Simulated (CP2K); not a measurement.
A self-consistent single point of Ca (Fm-3m, 1 atom in the cell) with CP2K.

Computed with PBEsol, GPW, TZVP-MOLOPT-SR-GTH basis, GTH-PBE potentials (GTH_POTENTIALS) run with CP2K 2026.2.

The change in words: lattice scaled by 0.98; KPOINTS/SCHEME: MONKHORST-PACK 5 5 5 → MACDONALD 12 12 12 0.04166666667 0.04166666667 0.04166666667. Reference geometry:
```xyz
1
Lattice="3.9575 0.0000 0.0000 1.9787 3.4273 0.0000 1.9787 1.1424 3.2313" Properties=species:S:1:pos:R:3 pbc="T T T"
Ca     0.0000     0.0000     0.0000
```

Reference input (self-consistent single point, DFT PBEsol, GPW, TZVP-MOLOPT-SR-GTH basis, GTH-PBE potentials (GTH_POTENTIALS)): CUTOFF = 500 Ry; REL_CUTOFF = 60 Ry; SMEAR/METHOD = GAUSSIAN; SIGMA = 0.1 eV; KPOINTS/SCHEME = MONKHORST-PACK 5 5 5; XC_FUNCTIONAL = PBE:PBESOL; Ca/BASIS_SET = TZVP-MOLOPT-SR-GTH-q10; Ca/POTENTIAL = GTH-PBE-q10; METHOD = GPW; EPS_DEFAULT = 1e-11; NGRIDS = 5; SCF_GUESS = ATOMIC. This run's input differs from it in these lines:

```diff
@@ -40,3 +40,3 @@
     &KPOINTS
-      SCHEME MONKHORST-PACK 5 5 5
+      SCHEME MACDONALD 12 12 12 0.04166666667 0.04166666667 0.04166666667
     &END KPOINTS
@@ -66,4 +66,4 @@
     &CELL
-      ABC 3.95749300 3.95749234 3.95749239
-      ALPHA_BETA_GAMMA 59.99999748 60.00000326 60.00000284
+      ABC 3.87834400 3.87834363 3.87834336
+      ALPHA_BETA_GAMMA 60.00000052 59.99999454 59.99999683
       PERIODIC XYZ
```

Output, abridged:

```
 SCF WAVEFUNCTION OPTIMIZATION

  Step     Update method      Time    Convergence         Total energy    Change
     1 NoMix/Diag. 0.30E+00      -     0.76225609       -36.7488249677 -3.67E+01
     2 Broy./Diag. 0.30E+00      -     0.00555801       -36.4761666542  2.73E-01
     3 Broy./Diag. 0.30E+00      -     0.01953942       -36.5943402073 -1.18E-01
     4 Broy./Diag. 0.30E+00      -     0.00109290       -36.6561630489 -6.18E-02
     5 Broy./Diag. 0.30E+00      -     0.00076891       -36.6467429904  9.42E-03
     6 Broy./Diag. 0.30E+00      -     0.00077953       -36.6434556629  3.29E-03
   [... 3 lines left out ...]
    10 Broy./Diag. 0.30E+00      -     0.00001613       -36.6427365887  6.60E-05
    11 Broy./Diag. 0.30E+00      -     0.00000212       -36.6426931113  4.35E-05
    12 Broy./Diag. 0.30E+00      -     0.00000190       -36.6426863140  6.80E-06
    13 Broy./Diag. 0.30E+00      -     0.00000017       -36.6426839066  2.41E-06
  *** SCF run converged in    13 steps ***

  Overlap energy of the core charge distribution:               0.00000000000000
  Self energy of the core charge distribution:                -72.33199789073799
  Core Hamiltonian energy:                                     16.80253089527478
  Hartree energy:                                              23.89403368073107
  Exchange-correlation energy:                                 -5.00695402216219
  Smearing free energy correction:                             -0.00029656959950
  Fermi energy:                                                 0.15685303316950

  Total energy:                                               -36.64268390658054
  Total energy (extrapolated to sigma->0):                    -36.64253562178079

   [... lines left out ...]

 STRESS| Analytical stress tensor [bar]
 STRESS|                        x                   y                   z
 STRESS|      x       -1.61492900460E+03  -9.80283946925E-03  -6.92377451350E-03
 STRESS|      y       -9.80283946925E-03  -1.61490152403E+03  -3.28531964772E-03
 STRESS|      z       -6.92377451350E-03  -3.28531964772E-03  -1.61486922329E+03
 STRESS| 1/3 Trace                                            -1.61489991731E+03
```

The run converged in 13 iterations. Against the reference run the free energy drops by 16.7 meV/atom and the pressure goes from -1.25 to -0.16 GPa.

The starting cell has typed, rounded lattice constants, without a prior relaxation at this level. Its lattice was rescaled by up to half a per cent. For this run, on top of that: lattice scaled by 0.98. Values carry the incompleteness of an atom-centred basis. The potentials were made for another functional than the one used.

Cost on one core of a shared machine: roughly 80 s.
